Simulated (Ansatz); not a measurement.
## SiO2: energy against strain

SiO2 (quartz, P3_221, 12.223 Å³/atom at rest, c along z) under an equal strain ε in the (0001) plane with the normal axis free, as in a coherent film. LDA in Ansatz, a plane-wave DFT program (PAW, default set), 420 eV, 8×8×6 Γ-centred mesh, Fermi-Dirac smearing 0.05 eV; ions are relaxed within the symmetry of each cell.

Here s stands for strain and y for E less E0.

```
strain (%)  E less E0 (meV/atom)
----------  --------------------
-1.50                       1.50
-0.75                       0.38
0.00                        0.00
0.75                        0.34
1.50                        1.40
3.00                           ?
```

The 5 complete rows are fitted with a parabola, y against s. Least squares gives y = -0.002 - 0.0320·s + 0.6451·s². Residuals (row less fit): 0.003, -0.005, 0.002, 0.003, -0.001; standard error 0.005 (degrees of freedom: 2). Twice the quadratic coefficient over the volume, 2 × 0.6451 meV × 10⁴ × 0.1602 / 12.223 Å³, is twice the biaxial elastic modulus of this plane = 169 ± 0.6 GPa.

What does the fit predict for y at s = 3.00, and how far is the calculated value from it?

y = -0.002 - 0.0320 × 3.00 + 0.6451 × 3.00² = 5.708 meV/atom. The calculation gives 5.38 meV/atom, 0.328 meV/atom below the prediction (6.1 % of the range of y in the table). The row lies outside the fitted rows, so this is an extrapolation. The fitted rows scatter only by rounding.

One order more, fitted to all 9 runs of the series, follows each within 0.03, so the miss is the next term of a smooth law. Rows are the converged runs of the series near zero and its far end; series whose fitted rows scatter by over a few per cent of the range, as at a crossing or softening among them, aren't shown in this form. Most that stay on the fit to the last digits aren't either.
